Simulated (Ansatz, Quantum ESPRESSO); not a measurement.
Code comparison for La3Mg (I4/mmm, 4 atoms in the cell)

Self-consistent single point.

```
CELL_PARAMETERS angstrom
     -2.52641     2.52641     5.22940
      2.52641    -2.52641     5.22940
      2.52641     2.52641    -5.22940
ATOMIC_POSITIONS crystal
  La 0.50000 0.50000 0.00000
  La 0.25000 0.75000 0.50000
  La 0.75000 0.25000 0.50000
  Mg 0.00000 0.00000 0.00000
```

Shared settings, as Ansatz (a first-principles code) writes them: kpoints.mp_grid.grid = 6 6 6; scf.occupations.method = gaussian; scf.occupations.width = 0.01 Ry. Potentials and cutoffs stand in the table.

```csv
code,model,pressure (GPa),cutoff
Ansatz,"PBEsol, PAW files made with PBE",-1.89,30.9 Ry
Quantum ESPRESSO,"PBEsol, SSSP 1.1.2 efficiency (PBE) pseudopotentials",-1.77,50 Ry
```

The spread over the programs that give each value: pressure within 0.12 GPa.

Ansatz's pressure is given at a fixed set of plane waves, as the other plane-wave codes print theirs.

The starting cell comes from a database of computed structures (which also holds hypothetical and non-ambient phases and stackings), without a prior relaxation at this level.

Left out of this page: Elk and FLEUR (not drawn, or without a comparable value).

Keys are those of Ansatz 0.2.
